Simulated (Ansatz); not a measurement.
Levels about the gap of amorphous In9Ga9Zn9O41Ta2 (70 atoms in a cell of 884 Å³, 6.14 g/cm³; zone centre alone, so wide bands show as single levels with stretches between that a denser mesh fills), at the geometry that PBE relaxed, where it gives 0.1 GPa on a denser mesh. The participation number counts the atoms over which a state spreads; weights are charges in smoothed Voronoi cells. The levels come from a single point, so bond lengths are those of that geometry. Method of the levels: PBE, scalar-relativistic without spin-orbit coupling (Ansatz, a first-principles code). Sampling: the zone centre alone; Fermi-Dirac width 0.02 eV; no spin polarisation. At PBE the levels at the filled edge of the gap are localised (band-tail or defect states).

A CHGNet melt-quench gave the starting glass, which DFT then relaxed. O atoms were pushed apart under 1.9 Å during the dynamics, to hinder bonds among them. The hot cell started wider than the set density and was brought back towards it in steps. It is the lowest in DFT energy of 2 quenches. It is a model cell: composition and starting density were chosen by hand, and all elements were melted together. No dispersion term was used. Its density started from a set value of 6.12 and ended at 6.14 g/cm³. Cooling (nominally 260 K/ps over its main leg) ran many orders faster than in experiment, which tends to leave more defects and strain. A cell of this size samples the disorder only roughly. Volume and shape were free in the relaxation.

| E - E(highest filled), eV | filling | participation number | largest on | weight O | weight Ta | weight In | weight Zn |
|---|---|---|---|---|---|---|---|
| -0.32 | filled | 11.8 | O, 3 neighbours | 0.81 | 0.00 | 0.01 | 0.15 |
| -0.29 | filled | 20.5 | O, 3 neighbours | 0.88 | 0.00 | 0.02 | 0.07 |
| -0.23 | filled | 21.8 | O, 3 neighbours | 0.85 | 0.00 | 0.02 | 0.12 |
| -0.19 | filled | 22.7 | O, 4 neighbours | 0.84 | 0.00 | 0.02 | 0.13 |
| -0.09 | filled | 12.2 | O, 3 neighbours | 0.84 | 0.00 | 0.03 | 0.12 |
| -0.01 | filled | 4.5 | O, 3 neighbours | 0.86 | 0.01 | 0.02 | 0.10 |
| 0.00 | filled | 9.6 | O, 3 neighbours | 0.87 | 0.00 | 0.02 | 0.11 |
| 1.09 | empty | 59.5 | In, 5 neighbours | 0.52 | 0.01 | 0.22 | 0.12 |
| 3.35 | empty | 13.2 | In, 5 neighbours | 0.52 | 0.04 | 0.33 | 0.04 |
| 3.46 | empty | 36.5 | In, 5 neighbours | 0.54 | 0.05 | 0.26 | 0.06 |
| 3.55 | empty | 28.1 | Ta, 6 neighbours | 0.50 | 0.16 | 0.23 | 0.07 |
| 3.65 | empty | 20.6 | Ta, 6 neighbours | 0.50 | 0.18 | 0.21 | 0.06 |
| 3.83 | empty | 7.7 | Ta, 6 neighbours | 0.43 | 0.34 | 0.14 | 0.04 |
| 3.86 | empty | 22.6 | Ta, 6 neighbours | 0.48 | 0.21 | 0.14 | 0.05 |

Most localised among these is the filled level at -0.01 eV, on a O atom, which has 3 neighbours (In 2.05 Å, Zn 2.08 Å, In 2.12 Å).
